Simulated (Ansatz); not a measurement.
## Pressure series in GaMo4S8

Start from GaMo4S8 (space group F-43m, No. 216).

```
CELL_PARAMETERS angstrom
      0.00000     4.83270     4.83270
      4.83270     0.00000     4.83270
      4.83270     4.83270     0.00000
ATOMIC_POSITIONS crystal
  Ga 0.75000 0.75000 0.75000
  Mo 0.55808 0.14731 0.14731
  Mo 0.14731 0.14731 0.14731
  Mo 0.14731 0.14731 0.55808
  Mo 0.14731 0.55808 0.14731
  S  0.38473 0.84580 0.38473
  S  0.88632 0.88632 0.88632
  S  0.88632 0.88632 0.34104
  S  0.34104 0.88632 0.88632
  S  0.88632 0.34104 0.88632
  S  0.38473 0.38473 0.84580
  S  0.84580 0.38473 0.38473
  S  0.38473 0.38473 0.38473
```

Cell and atoms are relaxed at each pressure.

Level of theory: Ansatz (a quantum-chemistry and plane-wave program), PBEsol, PAW, cutoff 420 eV, no SOC.

Two rows of this table had their results exchanged by mistake.

```tsv
pressure	volume per atom (Å³)	shortest distance (Å)	band gap
pressure −2 GPa	17.72	2.299	zero
pressure −1 GPa	17.54	2.290	zero
pressure 0.3 GPa	16.63	2.247	zero
pressure 0.7 GPa	17.25	2.277	zero
pressure 1.5 GPa	17.12	2.271	zero
pressure 3 GPa	16.90	2.260	zero
pressure 5 GPa	17.32	2.280	zero
pressure 7.5 GPa	16.32	2.232	zero
pressure 10 GPa	16.04	2.218	zero
```

**Question.** Which two?

**Answer.** The rows for pressure 0.3 GPa and pressure 5 GPa: the volume has to fall steadily with pressure, so 17.32 Å³ belongs to pressure 0.3 GPa and 16.63 Å³ to pressure 5 GPa.

Load acts through the strain it causes; cell and atoms are relaxed under it. Stability against distortions was not tested. Competing high-pressure phases were not computed. The base started in R3m and relaxed to F-43m at this level. All final runs are without spin polarisation. An odd electron count without spin: GaMo4S8.
